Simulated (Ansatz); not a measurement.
Input:

End structure of a constructed model of the (110) surface of bcc Nb, a layer of Cu in place of the second plane (bottom of the slab: a bare face, its two planes held):

```yaml
crystal:
  lattice:
    - [2.86732, 0.00000, 0.00000]
    - [-0.95577, 2.70334, 0.00000]
    - [0.00000, 0.00000, 27.50000]
  atoms:
    - { symbol: Nb, position: [0.50000, 0.50000, 0.29415] }
    - { symbol: Nb, position: [0.00000, 0.00000, 0.37928] }
    - { symbol: Nb, position: [0.50000, 0.50000, 0.46453] }
    - { symbol: Nb, position: [0.00000, 0.00000, 0.54775] }
    - { symbol: Cu, position: [0.50000, 0.50000, 0.62466] }
    - { symbol: Nb, position: [0.00000, 0.00000, 0.69994] }
```

Model: 6-atom slab, 11.3 Å thick at the start, 14x14x1 mesh, Fermi-Dirac 0.1 eV, dipole correction, 2 atoms held, the rest relaxed; held to the start's symmetry, so lower structures may exist; no spin, no spin-orbit, no U. It is one candidate, not shown to be the stable structure of the face.

Problem. What work function of the top face does Ansatz (a first-principles code) with PBE give?

Solution. 4.86 eV
